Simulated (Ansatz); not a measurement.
The reference is Se (space group P3_121, No. 152; made of chains).

```yaml
crystal:
  lattice:
    - [4.50569, 0.00000, 0.00000]
    - [-2.25284, 3.90204, 0.00000]
    - [0.00000, 0.00000, 4.99129]
  atoms:
    - { symbol: Se, position: [0.21709, 0.00000, 0.83333] }
    - { symbol: Se, position: [0.00000, 0.21709, 0.16667] }
    - { symbol: Se, position: [0.78291, 0.78291, 0.50000] }
```

Method: r2SCAN, PAW, 500 eV (Ansatz, a first-principles code; without spin-orbit coupling).

Before the change:

| Property | Result |
|---|---|
| Density | 4.48 g/cm³ |
| Gap character | indirect, L → H |
| Electron mass | 0.18 mₑ along c, 0.43 mₑ across (at H) |

Perturbation: a hydrostatic pressure of 5 GPa.

Predict the new density, gap character and electron mass.

The density goes up by 1.174 g/cm³, from 4.48 g/cm³ to 5.66 g/cm³; the gap character becomes indirect, L–H (83 % along) → H (base: indirect, L → H); the electron mass goes from 0.18 mₑ along c, 0.43 mₑ across (at H) to 0.095 mₑ along c, 0.11 mₑ across (at H).

Load acts through the strain it causes; cell and atoms are relaxed under it. Effective masses come from finite differences of ±0.01 Å⁻¹. No phonon test of stability was made. Competing high-pressure phases were not computed. No dispersion term is included, though the crystal is made of layers, chains or molecules, so its spacings can come out too wide.
